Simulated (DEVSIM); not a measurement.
System: illuminated Si n-on-p cell, one wavelength, at 400 K.

Layer 1 from the left is Si, thickness (μm) 0.0660, Nd (cm⁻³) 1.2e18, τn (s) 1.1e-8, τp (s) 2.9e-8, absorption coefficient (cm⁻¹) 13000. Layer 2 from the left is Si, thickness (μm) 39.0, Na (cm⁻³) 4.9e15, τn (s) 3e-7, τp (s) 3e-7, absorption coefficient (cm⁻¹) 13000.

Left contact: ohmic, minority hole recombination velocity 8000 cm/s. Right contact: ohmic, minority electron recombination velocity 2e6 cm/s. Voltage is applied to the left contact. Recombination: SRH at mid-gap, radiative, Auger. Gap narrowing is on: ΔEg = 6.92 meV × (l + √(l² + 0.5)), l = ln(N/1.3e17 cm⁻³), shared equally by both band edges. Light enters at the left, 1.1e17 photons cm⁻² s⁻¹, one pass, no reflection. Mobility is μmin + (μ − μmin)/(1 + (N/Nref)^α).

The device is made up for the run: typed textbook-type constants, with dimensions and the other settings drawn at random. Values at 300 K; Nc and Nv go as T^1.5, mobilities as T to minus their exponent, the gap by Varshni's rule with the affinity fixed.

Si: gap (eV) 1.124, affinity (eV) 4.05, permittivity 11.7, Nc (cm⁻³) 2.86e19, Nv (cm⁻³) 3.1e19, μn (cm²/Vs) 1417, μp (cm²/Vs) 470, μn,min 52, μp,min 45, Nref,n 9.7e16, Nref,p 2.2e17, αn 0.68, αp 0.72, T exponent of μn 2.3, T exponent of μp 2.2, B (cm³/s) 4.7e-15, Cn (cm⁶/s) 2.8e-31, Cp (cm⁶/s) 9.9e-32, Varshni α (eV/K) 0.000473, Varshni β (K) 636.

Model (solved in DEVSIM): 1D drift-diffusion, Boltzmann statistics, complete ionisation; no tunnelling, impact ionisation, image-force lowering or self-heating.

Dark forward current:

| |V| (V) | |J| (A/cm²) |
|---|---|
| 0.05 | 4.692e-5 |
| 0.10 | 0.0002189 |
| 0.15 | 0.0008962 |
| 0.20 | 0.003659 |
| 0.25 | 0.01511 |
| 0.30 | 0.06237 |
| 0.35 | 0.2489 |
| 0.40 | 0.8885 |
| 0.45 | 2.622 |
| 0.50 | 6.449 |
| 0.55 | 13.93 |
| 0.60 | 27.39 |
| 0.65 | 49.97 |
| 0.70 | 85.36 |
| 0.75 | 137.3 |
| 0.80 | 209.1 |
| 0.85 | 303.0 |
| 0.90 | 420.7 |
| 0.95 | 563.0 |
| 1.00 | 730.3 |
| 1.05 | 922.7 |
| 1.10 | 1140 |
| 1.15 | 1383 |
| 1.20 | 1650 |
| 1.25 | 1941 |
| 1.30 | 2256 |

Problem. Work out the local ideality factor n = ΔV / (kT/q · ln(J2/J1)) between the rows 0.15 and 0.20 V, 0.20 and 0.25 V, 1.25 and 1.30 V.

Solution. kT/q = 34.47 mV. From 0.15 to 0.20 V: ln(0.003659/0.0008962) = 1.407, n = 1.03, near the 1 of diffusion or emission over a barrier. From 0.20 to 0.25 V: ln(0.01511/0.003659) = 1.418, n = 1.02, near the 1 of diffusion or emission over a barrier. From 1.25 to 1.30 V: ln(2256/1941) = 0.150, n = 9.65.

Problem. What current could the absorbed light give at most, and what share is collected?

Solution. Σ αd = 50.8, so qΦ(1 − exp(−Σ αd)) = 17.6 mA/cm². The simulated short-circuit current is 17.29 mA/cm², a share of 0.98.

Problem. Estimate the open-circuit voltage by superposition: the voltage at which the dark current equals that short-circuit current.

Solution. Interpolating ln J in the table gives 0.255 V. The simulation gives 0.254 V, the same within the digits that matter. Superposition holds where collection doesn't change with voltage.
